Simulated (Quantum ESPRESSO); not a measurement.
A working Quantum ESPRESSO input for K2NaLaCl6 (Fm-3m, 10 atoms in the cell) (DFT, PBEsol, plane waves, GBRV 1.5 ultrasoft (PBESOL) pseudopotentials):

```fortran
&CONTROL
 calculation = 'scf'
 outdir = './out'
 pseudo_dir = './'
 tprnfor = .true.
 tstress = .true.
/
&SYSTEM
 ibrav = 0
 nat = 10
 ntyp = 4
 ecutwfc = 40
 ecutrho = 200
 occupations = 'fixed'
 nbnd = 46
/
&ELECTRONS
 conv_thr = 1.0d-10
/
ATOMIC_SPECIES
K     39.0983  k_pbesol_v1.4.uspp.F.UPF
Na    22.9898  na_pbesol_v1.5.uspp.F.UPF
La   138.9055  la_pbesol_v1.uspp.F.UPF
Cl    35.4500  cl_pbesol_v1.4.uspp.F.UPF
ATOMIC_POSITIONS {angstrom}
K     8.2421700000    8.2421700000    8.2421700000
K     2.7473900000    2.7473900000    2.7473900000
Na    5.4947800000    5.4947800000    5.4947800000
La    0.0000000000    0.0000000000    0.0000000000
Cl    2.7591488292    5.4947800000    5.4947800000
Cl    8.2304111708    5.4947800000    5.4947800000
Cl    5.4947800000    2.7591488292    5.4947800000
Cl    5.4947800000    8.2304111708    5.4947800000
Cl    5.4947800000    5.4947800000    2.7591488292
Cl    5.4947800000    5.4947800000    8.2304111708
K_POINTS {automatic}
3 3 3  0 0 0
CELL_PARAMETERS {angstrom}
   0.0000000000     5.4947800000     5.4947800000
   5.4947800000     0.0000000000     5.4947800000
   5.4947800000     5.4947800000     0.0000000000
```

The run converged in 12 iterations: free energy E − TS -6964.8493 eV; top of the valence band (on the code's own zero) 0.84 eV; gap on the k-point mesh 4.58 eV; pressure -1.19 GPa; largest force (vector length) 0.115 eV/Å. Each of these slips is then made, one at a time:

(1)
```diff
- ecutwfc = 40
+ ecutwf = 40
```

(2)
```diff
- nbnd = 46
+ nbnd = 38
```

**Question.** What happens in each case?

**Answer.** 
(1) A keyword that the program does not know. The program stopped before any SCF iteration.
```
Error in routine  read_namelists (1):
bad line in namelist &system: " ecutwf = 40" (error could be in the previous line)
```

(2) Too few bands. The program stopped before any SCF iteration.
```
Error in routine setup (1):
too few bands
```

The starting cell comes from a database of computed structures (which also holds hypothetical and non-ambient phases and stackings), without a prior relaxation at this level.

Left out of this page: 3 runs of the series outside the window shown, repeating another row's setting, or not comparable.
